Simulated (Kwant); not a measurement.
Model system: quantum point contact (saddle potential) in a ZnO two-dimensional gas. Effective mass 0.3 mₑ, grid spacing 1.3 nm, hard walls, nominal width 40 nm (31 grid rows, so walls 41.6 nm apart), one parabolic valley, scattering region 120 nm long along x; energies count from the band bottom; Fermi energy 0.00707 eV. Potential (V0 + ½k y²) cos²(πx/L) for |x| < L/2, with V0 swept from 0.0074235 to 0 eV, k = 0.00016 eV/nm², L = 53 nm.

The device is made up for the run: typed textbook-type constants, with dimensions and the other settings drawn at random.

Model: effective-mass tight-binding model on a square grid, one spin, coherent transport at 0 K (Kwant). Conductance is in e²/h.

Question: Compare with the saddle-point formula G = Σ 1/(1 + exp(−2π(E − V0 − ħωy(n + ½))/ħωx)), taking ħωy = ħ√(k/m) and ħωx from the curvature along x of V0 plus half of the mode's confinement energy.

Answer: ħωy = 6.37 meV; at V0 = 6.02 meV the lowest mode has ħωx = 3.69 meV.

```
V0 (meV)  formula  simulation
--------  -------  ----------
6.99       0.0067      0.0059
6.02        0.025       0.025
5.06         0.11        0.11
4.09         0.40        0.43
3.12         0.84        0.85
2.15         0.99        0.98
```

The formula takes a parabolic saddle in the continuum; the run has the full potential on a grid.
